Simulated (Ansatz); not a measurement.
TaC (model structure, started from the WC type, P-6m2, No. 187, 2 atoms in the cell)

Calculation: LDA in Ansatz (PAW).

Settings: plane-wave cutoff 520 eV, 24×24×20 k mesh (along the axes of the cell as run), Fermi–Dirac smearing 0.05 eV, scalar-relativistic PAW data made under PBE.

Cell (relaxed at this level):

```cif
data_CTa
_chemical_formula_sum 'Ta1 C1'
_space_group_name_H-M_alt 'P 1'
_space_group_IT_number 1
_cell_length_a 3.00288
_cell_length_b 3.00288
_cell_length_c 2.84249
_cell_angle_alpha 90.000
_cell_angle_beta 90.000
_cell_angle_gamma 120.000
loop_
_space_group_symop_operation_xyz
  'x, y, z'
loop_
_atom_site_label
_atom_site_type_symbol
_atom_site_fract_x
_atom_site_fract_y
_atom_site_fract_z
_atom_site_occupancy
Ta1 Ta 0.00000 0.00000 0.00000 1
C1 C 0.66667 0.33333 0.50000 1
```

```yaml
band_gap: none
bulk_modulus: 320 GPa
```

Note: the bulk modulus is −V dP/dV from two relaxed cells at ±2 % in volume; the relaxation could raise the start's symmetry but not lower it, so the cell can be a saddle point.

Spin–orbit coupling is not included; it can open a gap where bands touch, and shift volumes and moduli.

Static lattice: no zero-point or thermal effects.

A model structure was made by putting elements into a prototype or built by hand; it is no filed structure, need not be a known phase, and can be a saddle point held by its symmetry.

Ansatz is a program for electronic structure.
